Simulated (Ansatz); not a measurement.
Take C in the graphite type structure (space group P6_3/mmc, No. 194; layered, stacked along the Cartesian z axis) as the base.

```
C
1.0
    2.45828     0.00000     0.00000
   -1.22914     2.12893     0.00000
    0.00000     0.00000     6.56348
C
4
Cartesian
  0.00000   0.00000   1.64087
  0.00000   0.00000   4.92261
  0.00000   1.41929   1.64087
  1.22914   0.70964   4.92261
```

Cartesian axes are those of the cell as printed.

Computed with PBEsol-D3(BJ), PAW, 420 eV (Ansatz, a first-principles code; no SOC).

For the base:

The pressure comes out as 0.0 GPa and the volume per atom is 8.59 Å³.

Now apply this change: biaxial strain +1.48 %, plane normal [001], relaxed out of plane (Cartesian); in-plane vectors clamped, the third vector and the atoms free.

Predict the new pressure and volume per atom.

The pressure (mean of the normal stresses, compression positive) goes from zero to -12.3 GPa; the volume per atom goes up by 0.27 Å³ (8.59 Å³ → 8.86 Å³).

The mesh was chosen for an insulator and is coarse for the gapless case. Stability against distortions was not tested.
